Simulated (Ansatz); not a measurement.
**Response to strain in Mg**

Take Mg in the hcp (Mg type) structure (space group P6_3/mmc, No. 194; a = 3.175 Å, c = 5.163 Å; relaxed with 0.1 eV smearing) as the base. Axes: x lies along a and z along c of the hexagonal cell.

Strains are applied to the cell and any free atomic positions relax.

Calculations: PBEsol (Ansatz, a program for electronic structure; PAW; 420 eV plane waves; spin-orbit coupling left out).

Notes on the quantities. energy relative to the base: free energy F.

```
variant                      energy relative to the base  volume per atom
---------------------------  ---------------------------  ---------------
base                                          0 meV/atom         22.54 Å³
tensor shear ε_xz = +1.14 %                   (withheld)         22.53 Å³
tensor shear ε_xz = +2.00 %                +2.1 meV/atom         22.53 Å³
tensor shear ε_xz = +1.43 %                +1.1 meV/atom         22.53 Å³
tensor shear ε_xz = +0.29 %                 0.0 meV/atom         22.54 Å³
tensor shear ε_xz = +0.86 %                +0.4 meV/atom         22.54 Å³
tensor shear ε_xz = +0.57 %                +0.2 meV/atom         22.54 Å³
tensor shear ε_xz = +1.71 %                +1.5 meV/atom         22.53 Å³
```

Q: Complete the table.

A: 
- tensor shear ε_xz = +1.14 %, energy relative to the base: +0.7 meV/atom

Stability against distortions was not tested.
